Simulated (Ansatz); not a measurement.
**MoTe2: response to strain**

Base system: MoTe2 (space group P6_3/mmc, No. 194; layered, stacked along the Cartesian z axis).

```yaml
crystal:
  lattice:
    - [3.49664, 0.00000, 0.00000]
    - [-1.74832, 3.02818, 0.00000]
    - [0.00000, 0.00000, 13.69594]
  atoms:
    - { symbol: Te, position: [0.66667, 0.33333, 0.38268] }
    - { symbol: Te, position: [0.33333, 0.66667, 0.88268] }
    - { symbol: Te, position: [0.33333, 0.66667, 0.61732] }
    - { symbol: Te, position: [0.66667, 0.33333, 0.11732] }
    - { symbol: Mo, position: [0.66667, 0.33333, 0.75000] }
    - { symbol: Mo, position: [0.33333, 0.66667, 0.25000] }
```

Strains are applied to the cell and any free atomic positions relax.

Computed with PBE-D3(BJ) (Ansatz, an electronic-structure program), without spin-orbit coupling.

Notes on the quantities. pressure: mean of the normal stresses, compression positive.

```csv
isotropic strain (%),pressure (GPa)
-3,6.0
-2.4,4.6
-1.8,3.2
-1.2,2.1
-0.6,?
0,0.0
```

Task: Fit P = P₀ − Bδ + Cδ² with δ = (1 + ε)³ − 1 to the rows shown and predict the withheld row.

Result: Least squares on the printed values gives P₀ = 0.0 GPa, B = 50.0 GPa (at held cell shape), C = 213 GPa (largest residual 0.1 GPa); this predicts 1.0 GPa, and the run gives 1.0 GPa, in agreement.

Whether these cells are dynamically stable was not tested. The program warned that a D3 coordination switch lies within reach, so dispersion energies are less smooth here.
